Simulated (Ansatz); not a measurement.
# Functionals side by side, with their cost (level): CaZn₃Se₄ (P-43m, 8 atoms in the cell)

Cell: a = 5.9712 Å, b = 5.9712 Å, c = 5.9712 Å, α = 90.00°, β = 90.00°, γ = 90.00°.

Program: Ansatz (an electronic-structure program), default PAW files made with PBE; each row names its functional.

Base settings: basis.ecutwfc = 30.9 Ry; kpoints.mp_grid.grid = 3 3 3; hamiltonian.xc = hse06; hamiltonian.pseudopotentials = {kind: paw} (the program's default PAW files); scf.occupations.method = fixed.

Differences are taken from HSE06, a reference of convenience: it is no measurement, and no ranking of the functionals follows.

Core times come from one kind of shared machine and are given to one figure; runs under 30 s give none.

The starting cell comes from a database of computed structures (which also holds hypothetical and non-ambient phases and stackings), without a prior relaxation at this level. Its lattice was rescaled by a random factor within 2.5 % of one. Ansatz's pressure includes its estimate of the finite-basis (Pulay) stress.

```tsv
level	gap on the mesh less reference (eV)	pressure less reference (GPa)	largest difference in the force on any atom (eV/Å)	core time / reference (rough)
PBEsol	-1.127	-1.64	0.043	–
PBE0	0.632	-0.14	0.006	1
HSE06	0.000	0.00	0.000	1
```

PBEsol ran in under 30 s, against roughly 200 s for HSE06.

Keys are those of Ansatz 0.2.
